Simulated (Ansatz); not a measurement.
Worked calculations on one periodic cell of amorphous Ta₈Si₁₀O₄₀: Ta8Si10O40, 58 atoms, volume 825.9 Å³, made by a melt-quench on the CHGNet potential and relaxed with DFT. O atoms were pushed apart under 1.9 Å during the dynamics, to hinder bonds among them. It is a model cell: composition and starting density were chosen by hand, and all elements were melted together. Cycles of charging were run to anneal it. These are PBE, scalar-relativistic without spin-orbit coupling (plane waves to 420 eV, PAW; Ansatz, a quantum-chemistry and plane-wave program) values and carry that method's errors. Sampling: a 2×2×2 Γ-centred mesh; Fermi-Dirac width 0.02 eV; no spin polarisation. Its volume was held where the quench left it, its shape was free, and it stands at a mean pressure of 0.2 GPa with stress components up to 0.2 GPa; the relaxation ran on the zone centre alone. Its density went from a set 4.76 to 4.76 g/cm³. The cell is small and was quenched far faster than a real film, so it is one sample of the glass.

Problem. Count formal charges (Ta +5, Si +4, O -2). What does the count lead one to expect at the Fermi level, and what does the calculation give?

Solution. 8 × (+5) + 10 × (+4) + 40 × (-2) = 0. The charges balance, so the anion-derived valence states can be full and a gap can open. On this mesh the highest filled and lowest empty level lie 3.74 eV apart, the PBE gap of this cell, with a localised state at one edge or both.

Four energies for an added electron at PBE on the zone centre alone (charged cells in a uniform background, spin-polarised): neutral at the neutral geometry -108571.182 eV; charged at the neutral geometry -108563.302 eV; charged and relaxed -108563.426 eV; neutral at the charged geometry -108570.842 eV.

Problem. Find the two relaxation energies and their sum, the reorganisation energy.

Solution. On charging: -108563.302 − (-108563.426) = 0.124 eV. On discharging: -108570.842 − (-108571.182) = 0.340 eV. The sum is 0.464 eV. The carrier's level spreads over 6 of the 58 atoms' worth, so it counts as localised, most on one Ta atom with neighbours O 1.88 Å, O 1.91 Å, O 1.96 Å, O 1.97 Å, O 2.03 Å (neutral geometry). The values are uncorrected: the image energy of a point charge in this cell, 2.84 × 14.40 / (2 × 9.4) = 2.2 eV before screening, is screened by electrons alone at the fixed geometry and by ions too after relaxing, and the carrier can be spread before it relaxes, so each term can be off by up to that value times 1/ε∞, some tenths of an eV. PBE's self-interaction favours spread-out carriers, so a hybrid can localise more.

Four energies for a hole at PBE on the zone centre alone (charged cells in a uniform background, spin-polarised): neutral at the neutral geometry -108571.182 eV; charged at the neutral geometry -108575.096 eV; charged and relaxed -108575.234 eV; neutral at the charged geometry -108570.922 eV.

Problem. Find the two relaxation energies and their sum, the reorganisation energy.

Solution. On charging: -108575.096 − (-108575.234) = 0.138 eV. On discharging: -108570.922 − (-108571.182) = 0.260 eV. The sum is 0.398 eV. The carrier's level spreads over 9 of the 58 atoms' worth, so it counts as partly localised, most on one O atom with neighbours Si 1.62 Å, Ta 1.98 Å (neutral geometry). The values are uncorrected: the image energy of a point charge in this cell, 2.84 × 14.40 / (2 × 9.4) = 2.2 eV before screening, is screened by electrons alone at the fixed geometry and by ions too after relaxing, and the carrier can be spread before it relaxes, so each term can be off by up to that value times 1/ε∞, some tenths of an eV. PBE's self-interaction favours spread-out carriers, so a hybrid can localise more.
